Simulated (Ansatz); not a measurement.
## CsCl-type YCu (structure not from a measured cell)

The numbers are results of r²SCAN+rVV10 (PAW; Ansatz, a first-principles code), not measurements.

Run with plane-wave cutoff 500 eV, 16×16×16 k mesh, Fermi–Dirac smearing 0.1 eV, no spin polarisation, scalar-relativistic PAW data made under PBE.

Cell: relaxed at this level.

```
Property                            Result
---------------------------  -------------
equilibrium volume per atom  20.50 Å³/atom
lattice parameter a                3.448 Å
band gap                              none
```

Note: the relaxation could not lower the start's symmetry, so the cell can be a saddle point above a distorted one.

Spin–orbit coupling is not included.
